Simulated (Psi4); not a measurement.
Psi4 1.11, TPSS/def2-tzvp: Rb(Cl) ([Cl][Rb]), 2 atoms. The geometry is a generated start, not checked to be a minimum at this level.

```yaml
task: energy
method: tpss
basis: def2-tzvp
memory: 3 GB
maxiter: 100
keys_of_the_molecule_block: symmetry c1
scf_type: df (default)
e_convergence: 1e-06 (default)
d_convergence: 1e-06 (default)
dft_radial_points: 75 (default)
dft_spherical_points: 302 (default)
effective_core_potentials: those of the basis set, past Kr
basis_functions: 70
grid_points: 44014
```

```xyz
2

Rb    -0.8162    -0.7630    -0.7860
Cl     0.8162     0.7630     0.7860
```

With the defaults (diis = true, scf_initial_accelerator = adiis, damping_percentage = 0, guess = auto, which took SAD, level_shift = 0, level_shift_cutoff = 0.01, diis_start = 1, diis_max_vecs = 10) it converges in 8 SCF iterations. One run each on 2 threads, with these changes:
- diis_start = 4
- scf_initial_accelerator = none
- diis_max_vecs = 20
- level_shift = 0.5, level_shift_cutoff = 0.001
- guess = modhuckel
- diis_max_vecs = 6
- diis = false, scf_initial_accelerator = none, damping_percentage = 60
- guess = core
- guess = gwh

**Question.** Which of these changes keep the SCF from converging, or lead it to another solution?

**Answer.** No convergence: diis = false, scf_initial_accelerator = none, damping_percentage = 60 (the run ends without SCF convergence in 100 iterations). The rest reach the solution of the defaults.

```csv
setting,SCF iterations,end
the defaults,8,same solution
guess = modhuckel,8,same solution
diis_max_vecs = 6,8,same solution
diis_max_vecs = 20,8,same solution
scf_initial_accelerator = none,8,same solution
"level_shift = 0.5, level_shift_cutoff = 0.001",9,same solution
guess = gwh,11,same solution
diis_start = 4,14,same solution
guess = core,14,same solution
"diis = false, scf_initial_accelerator = none, damping_percentage = 60",100,no convergence
```
